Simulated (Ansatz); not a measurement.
A computed series for Ni: pressure series

Consider Ni in the fcc (Cu type) structure (space group Fm-3m, No. 225; a = 3.5184 Å; ferromagnetic).

Cell and atoms are relaxed at each pressure.

Level of theory: Ansatz (a first-principles code) PBE, no SOC.

Notes on the quantities. enthalpy: H = E + PV relative to the base's energy.

| change | enthalpy | largest site moment | density |
|---|---|---|---|
| base | – | 0.67 μB | 8.95 g/cm³ |
| pressure −2 GPa | -0.14 eV/atom | 0.67 μB | 8.86 g/cm³ |
| pressure −1 GPa | -0.07 eV/atom | 0.67 μB | … |
| pressure 1.8 GPa | +0.12 eV/atom | 0.66 μB | 9.03 g/cm³ |
| pressure 4.2 GPa | +0.28 eV/atom | 0.66 μB | 9.13 g/cm³ |
| pressure 9 GPa | +0.60 eV/atom | 0.65 μB | 9.33 g/cm³ |
| pressure 18 GPa | +1.18 eV/atom | 0.64 μB | … |
| pressure 30 GPa | +1.92 eV/atom | 0.64 μB | 10.03 g/cm³ |
| pressure 45 GPa | +2.81 eV/atom | 0.63 μB | 10.45 g/cm³ |
| pressure 60 GPa | +3.66 eV/atom | 0.62 μB | 10.82 g/cm³ |

Question: Complete the table.

Answer: 
- pressure −1 GPa, density: 8.91 g/cm³
- pressure 18 GPa, density: 9.65 g/cm³

Other magnetic orders, which the real material may have, were not ruled out. Load acts through the strain it causes; cell and atoms are relaxed under it. Stability against distortions was not tested. Competing high-pressure phases were not computed.
